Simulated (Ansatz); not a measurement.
YAl₃ (Pm-3m, No. 221, 4 atoms in the cell; start mp-11231)

These are PBEsol (plane waves, PAW; Ansatz, a program for electronic structure) values and carry that method's errors.

Run with plane-wave cutoff 520 eV, 14×14×14 k mesh, Fermi–Dirac smearing 0.05 eV, scalar-relativistic PAW data made under PBE.

Cell (relaxed at this level):

```
Al3Y
1.0
    4.22010     0.00000     0.00000
    0.00000     4.22010     0.00000
    0.00000     0.00000     4.22010
Y Al
1 3
Direct
  0.00000   0.00000   0.00000
  0.00000   0.50000   0.50000
  0.50000   0.00000   0.50000
  0.50000   0.50000   0.00000
```

```
Property           Result
---------------  --------
band gap             none
bulk modulus B0  81.7 GPa
```

Note: the relaxation could not lower the start's symmetry, so the cell can be a saddle point above a distorted one; the bulk modulus is −V dP/dV from two relaxed cells at ±2 % in volume.

Spin–orbit coupling is not included.

Cost on a shared machine: roughly 28 core-seconds.

A start named mp-… is a Materials Project structure, which need not be a measured phase.
